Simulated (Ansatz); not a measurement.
Phonon-limited resistivity of WPt₃ (I4/mmm) against temperature in μΩ·cm, PBEsol, DFPT electron-phonon coupling, linearised Boltzmann equation (Ansatz, an electronic-structure program), harmonic crystal at a fixed cell. x, y and z are the axes of this cell:
```yaml
crystal:
  lattice:
    - [-1.93808, 1.93808, 3.99026]
    - [1.93808, -1.93808, 3.99026]
    - [1.93808, 1.93808, -3.99026]
  atoms:
    - { symbol: Pt, position: [0.75000, 0.25000, 0.50000] }
    - { symbol: Pt, position: [0.25000, 0.75000, 0.50000] }
    - { symbol: Pt, position: [0.50000, 0.50000, 0.00000] }
    - { symbol: W, position: [0.00000, 0.00000, 0.00000] }
```

| T | ρ (x, y) | ρ (z) |
|---|---|---|
| 50 K | 0.85 | 1.33 |
| 77 K | 2.4 | 3.8 |
| 100 K | … | 6.1 |
| 150 K | … | 11.0 |
| 200 K | 9.6 | 15.7 |
| 250 K | 12.4 | 20 |
| 273 K | 13.6 | 22 |
| 300 K | 15.1 | 25 |
| 350 K | 17.7 | 29 |
| 400 K | 20 | 33 |
| 500 K | 26 | 42 |
| 600 K | 31 | 50 |
| 800 K | 41 | 66 |

Complete the blanks.


- 100 K, ρ (x, y): 3.8
- 150 K, ρ (x, y): 6.8

A metal at this level (no band gap). Only scattering by harmonic phonons is included (no impurities, grain boundaries, electron-electron scattering or thermal expansion). Spin-orbit coupling is left out, which matters with elements this heavy. The run warned that the eigensolver left some states short of its tolerance. Halving the electron mesh (20x20x20) moves the resistivity by up to 9 %. Smearing 0.20 eV; phonons on a 5x5x5 q mesh, which this run doesn't test and which matters most at low temperature.

Computed structure with no diffraction record at hand here (it may be known, metastable or hypothetical): WPt3 (I4/mmm).
